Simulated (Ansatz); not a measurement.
Lattice constant a of Pd₃AlN (model structure, started from the Ni3MgC type, Pm-3m, No. 221, 5 atoms in the cell) at several levels of theory

No measured value is used here.

Problem. Put these levels in order of the lattice constant a that they give for Pd₃AlN (model structure, started from the Ni3MgC type, Pm-3m, No. 221, 5 atoms in the cell), smallest first: LDA (Ansatz, a quantum-chemistry and plane-wave program), PBE (Ansatz), PBEsol (Ansatz), r²SCAN (Ansatz).

Solution. LDA (4.044 Å), PBEsol (4.077 Å), r²SCAN (4.104 Å), PBE (4.131 Å)

Cutoffs differ between the levels. Ansatz's density-functional and Hartree–Fock values are scalar-relativistic unless marked +SOC, with PAW data made under PBE.

A model structure was made by putting elements into a prototype or built by hand; it is no filed structure, need not be a known phase, and can be a saddle point held by its symmetry.
